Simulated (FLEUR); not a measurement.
Band structure of Sc₃SnB (Pm-3m, 5 atoms in the cell).

```
CELL_PARAMETERS angstrom
      4.66421     0.00000     0.00000
      0.00000     4.66421     0.00000
      0.00000     0.00000     4.66421
ATOMIC_POSITIONS crystal
  Sc 0.50000 0.00000 0.50000
  Sc 0.00000 0.50000 0.50000
  Sc 0.50000 0.50000 0.00000
  Sn 0.00000 0.00000 0.00000
  B  0.50000 0.50000 0.50000
```

Level of theory: LDA (Perdew-Zunger), all-electron FLAPW (FLEUR), scalar-relativistic valence.

Settings: Kmax = 4.1 1/bohr; GmaxXC = 16.4 1/bohr; xcFunctional = pz; jspins = 1; l_soc = F; mode = hist; fermiSmearingEnergy = 0.00367493 Htr; mesh (inpgen div1-3) = 6 6 6; inpgen gamma flag = true; Gmax = 16.4 1/bohr; numbands = 0; maxIterBroyd = 99; imix = Anderson; alpha = 0.05.

The starting cell comes from a database of computed structures (which also holds hypothetical and non-ambient phases and stackings), without a prior relaxation at this level. Its lattice was rescaled by a random factor within 2.5 % of one. Values depend on the basis (sphere radii, cutoffs, local orbitals), which need not be converged.

Levels in eV from the Fermi level, bands 22 to 29:
| point | 22 | 23 | 24 | 25 | 26 | 27 | 28 | 29 |
|---|---|---|---|---|---|---|---|---|
| Γ | -0.83 | -0.53 | -0.53 | 0.01 | 0.01 | 0.01 | 2.34 | 2.34 |
| X | -1.06 | -1.06 | -0.55 | -0.55 | 0.37 | 0.51 | 1.50 | 1.78 |
| M | -1.16 | -1.08 | -0.96 | -0.96 | 1.24 | 1.24 | 1.54 | 1.54 |
| R | -2.77 | -1.74 | -1.74 | -1.74 | 1.41 | 1.41 | 1.41 | 1.55 |
